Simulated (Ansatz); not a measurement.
The parent structure is YN in the rock salt structure (space group Fm-3m, No. 225).

```
CELL_PARAMETERS angstrom
      0.00000     2.42806     2.42806
      2.42806     0.00000     2.42806
      2.42806     2.42806     0.00000
ATOMIC_POSITIONS crystal
  Y  0.50000 0.50000 0.50000
  N  0.00000 0.00000 0.00000
```

The values are results of Ansatz (a program for electronic structure) PBEsol, no spin-orbit coupling, not measurements.

Strains are applied to the cell and any free atomic positions relax.

One change was made to it. Results:

```csv
quantity,base,after
energy relative to the base (free energy F),0 meV/atom,+31 meV/atom
gap character,"indirect, Γ → X","indirect, Γ → X"
```

Problem. What was done to the base?
A) isotropic strain +1.90 %
B) isotropic strain +2.20 %
C) isotropic strain +1.64 %
D) isotropic strain +3.85 %

Solution. B, isotropic strain +2.20 %. For comparison, the energy relative to the base in the other runs: isotropic strain +3.85 % gives +90 meV/atom; isotropic strain +1.90 % gives +23 meV/atom; isotropic strain +1.64 % gives +18 meV/atom.

Whether these cells are dynamically stable was not tested. The base started in Pnma and relaxed to Fm-3m at this level.
